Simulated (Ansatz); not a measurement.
An Ansatz (a quantum-chemistry and plane-wave program) input (Ansatz, r2SCAN, PAW, cutoff 500 eV, scalar-relativistic without spin-orbit coupling):

Ansatz 0.2 input:
```yaml
crystal:
  lattice:
    - [0, 2.9872472003, 2.9872472003]
    - [2.9872472003, 0, 2.9872472003]
    - [2.9872472003, 2.9872472003, 0]
  atoms:
    - { symbol: S, position: [0, 0, 0] }
    - { symbol: Pb, position: [0.5, 0.5, 0.5] }
basis: { ecutwfc: 500, ecutrho_ratio: 4, xc_grid: 4, fft_grid_basis: typed }
kpoints: { mp_grid: { grid: [10, 10, 10] } }
hamiltonian:
  xc: r2scan
  dispersion: none
  pseudopotentials: { kind: paw }
scf: { occupations: { method: fermi_dirac, width: 0.05 }, convergence: { dr2_threshold: 0.0000000002 } }
output: { forces: true, stress: true }
```

Which symmetry and how many k-points will the program report, and about how many plane waves at Γ?

Space group Fm-3m (ITA 225) with 48 operations, k-points 47 of 1000, and 1363 plane waves at Γ.

Stability against distortions was not tested. The cell is PbS in the rock salt structure (space group Fm-3m, No. 225).
